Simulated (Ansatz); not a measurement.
## How the smallest direct gap on the k points sampled of 1T (CdI2-type) MgI₂ moves with the method

No measured value is used here.

| level (code) | value (eV) |
|---|---|
| LDA+SOC (Ansatz) | 3.08 |
| BLYP (Ansatz) | … |
| PBE+SOC (Ansatz) | 3.38 |
| PBEsol+SOC (Ansatz) | … |
| RPBE (Ansatz) | 3.92 |
| r²SCAN+SOC (Ansatz) | … |
| B3LYP (VWN-RPA form) (Ansatz) | … |
| HSE06+SOC (Ansatz) | 4.38 |
| PBE0 (Ansatz) | 5.41 |
| r²SCAN0 (Ansatz) | 5.89 |
| Hartree–Fock (Ansatz) | 11.05 |
| G0W0@PBEsol (Ansatz) | 5.29 ± 0.01 |

Q: Complete the blanks.

A: 
- BLYP (Ansatz, an electronic-structure program), value (eV): 3.77
- PBEsol+SOC (Ansatz), value (eV): 3.25
- r²SCAN+SOC (Ansatz), value (eV): 4.20
- B3LYP (VWN-RPA form) (Ansatz), value (eV): 5.12

Computed values are for a static lattice. Levels without +SOC have no spin–orbit coupling; where heavier elements are present it shifts gaps, mostly down, and can invert bands.  A ± on a computed value is a rough bar: the spread of its extrapolation, a floor set from checks against published values, or a statistical error. Values are at the measured cell. Cutoffs and k meshes differ between the levels. Ansatz's density-functional and Hartree–Fock values are scalar-relativistic unless marked +SOC, with PAW data made under PBE.
